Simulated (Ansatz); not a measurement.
## Convergence series on Sn (I4_1/amd, 2 atoms in the cell)

```
Sn
1.0
   -2.93191     2.93191     1.59482
    2.93191    -2.93191     1.59482
    2.93191     2.93191    -1.59482
Sn
2
Cartesian
  0.00000   2.93191   0.79741
  0.00000   0.00000   0.00000
```

Level of theory: PBE, PAW files (plane waves; Ansatz, a quantum-chemistry and plane-wave program).

The starting cell comes from a database of computed structures (which also holds hypothetical and non-ambient phases and stackings), without a prior relaxation at this level. Its lattice was rescaled by a random factor within 2.5 % of one. Ansatz's pressure includes its estimate of the finite-basis (Pulay) stress.

Held fixed: kpoints.mp_grid.grid = 9 9 9; kpoints.mp_grid.shift = 0.5 0.5 0.5; hamiltonian.xc = pbe; hamiltonian.pseudopotentials = {kind: paw} (an earlier, softer set of the program's PAW files); scf.occupations.method = methfessel_paxton; scf.occupations.width = 0.1 eV.

ΔF is the free energy per atom less that of the last row (840 eV).

The first pressure column holds Ansatz's estimate of the finite-basis (Pulay) stress, which hides part of the cutoff error; the other is without it.

```csv
basis.ecutwfc,ΔF (meV/atom),pressure (GPa),pressure at a fixed set of plane waves (GPa),plane waves,iterations
170 eV,12028.5,1.01,-327.96,263,6
210 eV,2183.2,2.58,-76.85,383,7
250 eV,328.0,2.39,-13.95,501,6
295 eV,[?],1.78,-0.08,633,6
335 eV,[?],1.79,1.61,781,6
380 eV,0.67,1.79,1.78,893,6
420 eV,0.38,1.79,1.78,1109,6
485 eV,0.16,1.79,1.79,1301,6
545 eV,0.10,1.79,1.79,1575,6
630 eV,0.04,1.79,1.79,1967,6
735 eV,0.01,1.79,1.79,2435,6
840 eV,0.00,1.79,1.79,3051,6
```

### Question
Fill in the missing entries.

### Answer

- 295 eV, ΔF (meV/atom): 27.3
- 335 eV, ΔF (meV/atom): 2.5

Keys are those of Ansatz 0.2.
